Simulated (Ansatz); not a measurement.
Abridged Ansatz (an electronic-structure program) output:

```
Relaxation: its limit of steps is 50 (relax.max_steps)
Pseudopotential: Cd, paw, valence charge 20
Pseudopotential: Se, paw, valence charge 16
Crystal: 2 atoms, lattice volume = 53.931 Å³
Basis set: ecut = 420 eV, 1065 PW (Γ), exchange–correlation on 60×60×60 points (8 copies of the dense FFT grid, shifted against one another)
Bands: 22, of which v1, the nominal top of the filled ones, is band 18 counted from 1 (17 counted from 0)
Symmetry: 8 space group operations
k-points: 102 of 1000 (time reversal used)
Functional: x = slater, c = lda
SCF iter   1: F=—  HF=-13502.243961 eV  |F-HF|=—  |Δ(HF+E_count)|=         —  Δρ=7.23e-3  dr2=2.15e-2  ethr=1.77e-3  ⟨swp⟩=5.9  Hψ=9656  notcnv=0
SCF iter   2: F=—  HF=-13502.237731 eV  |F-HF|=—  |Δ(HF+E_count)|=   6.23e-3  Δρ=2.51e-3  dr2=1.54e-3  ethr=5.97e-5  ⟨swp⟩=2.0  Hψ=4284  notcnv=0
SCF 1 converged in 7 iterations: F = -13502.237366 eV  dr2 = 1.51e-10
relax step   1: F+E_penalty+E_count = -13502.23736603 eV  Δ(F+E_penalty+E_count) = +0.000e0 eV  max|allowed force component| = 4.163e-17 eV/Å  Δτ_max = 0.0000 Å  (7 SCF iters, accepted)
SCF converged after 7 iterations
Free energy (F): -13502.237366 eV
Internal energy: -13502.237320 eV  (E = F + TS)
E sigma→0 (E₀):  -13502.237343 eV
Entropy (-TS):   -0.000046 eV (-0.023 meV/atom)
Fermi energy:    8.036992 eV
--- Forces (eV/Å), atoms counted from 1 ---
  atom   1  Cd     0.00000000    -0.00000000     0.00000000
  atom   2  Se    -0.00000000     0.00000000     0.00000000
--- Stress (GPa, compression-positive) ---
        0.266873       0.000000       0.000000
        0.000000       0.266873       0.000000
        0.000000       0.000000       0.357756
  P = ⅓ Tr σ = 0.2972 GPa (2.972 kbar)
--- Relaxed structure (1 steps of the walk, 1 accepted, 0 SCFs on fresh bases) ---
  atoms:
    - { symbol: Cd, position: [0.0, 0.0, 0.0] }
    - { symbol: Se, position: [0.25, 0.25, 0.25] }
```

Q: What was computed, and what are the main results?

A: CdSe, 2 atoms in the cell, with LDA (Ansatz), spin-orbit coupling left out. The last SCF converged to F = -13502.237366 eV, or -6751.1187 eV per atom, at a pressure of 0.30 GPa. The total energy compares only with runs of the same code, potentials and settings.

The cells carry an imposed strain or load. Stability against distortions was not tested. The cell was made from CdSe in the zinc blende structure (space group F-43m, No. 216) by this change: uniaxial strain ε_zz = −0.50 %.

Keys are those of Ansatz 0.2.
